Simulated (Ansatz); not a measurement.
Tunnelling through a barrier is set by its complex band structure: the current falls as exp(−2κd) with the smallest κ.

```xyz
2
Lattice="3.8505 0.0000 0.0000 -1.9252 3.3346 0.0000 1.9252 1.1115 3.1439" Properties=species:S:1:pos:R:3 pbc="T T T"
Li     0.0000     0.0000     0.0000
Br     0.0000     2.2231     1.5719
```

The cell is taken as given; by PBEsol it stands under a pressure of -0.5 GPa.

Transport runs along the normal of the first two printed cell vectors, the (111) plane of the conventional cell.

The gap is the functional's own. No spin-orbit coupling. Mid-gap values are those at the computed energy nearest the middle.

Predict the band gap and the smallest decay constant κ at mid-gap from Ansatz (a first-principles code) with PBEsol.

Gap 4.89 eV on a 12×12×12 mesh; κ = 0.307 1/Å, at the zone centre.
